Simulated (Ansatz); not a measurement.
**AlB2-type TiB2**

These are PBEsol (PAW; Ansatz, a program for electronic structure) values and carry that method's errors.

Settings: plane-wave cutoff 520 eV, 24×24×18 k mesh (along the axes of the cell as run), Fermi–Dirac smearing 0.05 eV, no spin polarisation, scalar-relativistic PAW data made under PBE.

Cell: relaxed at this level.

For AlB2-type TiB2, the equilibrium volume per atom is 8.37 Å³/atom and the bulk modulus B0 is 263 GPa. The equilibrium lattice constant a is 3.017 Å. The lattice parameter c comes out as 3.185 Å. The band gap is none and the pressure derivative B′ of the bulk modulus is 3.9.

Measured, for comparison: bulk modulus 240 GPa (room temperature, no zero-point or thermal correction, our sources range from 233 to 250; as tabulated in Synthesis of Binary Transition Metal Nitrides, Carbides and Borides from the …); lattice constant a 3.029 Å, lattice parameter c 3.229 Å (293 K, no zero-point or thermal correction; as tabulated in R. G. Munro, J. Res. NIST 105, 709 (2000), Material Properties of Titanium …). Computed (rounded) less measured: bulk modulus +10 % (+5 % to +13 % over the range), lattice constant a -0.4 %, lattice parameter c -1.4 %. A static lattice is as a rule a little smaller and stiffer than an uncorrected measurement, which narrows the difference in the bulk modulus, lattice constant a, lattice parameter c and would widen misses of the other sign.

Note: the bulk modulus comes from volumes at which shape and atoms were relaxed.

The computed numbers hold no vibrational or temperature effects.

It cost very roughly 4 core-minutes of CPU time.
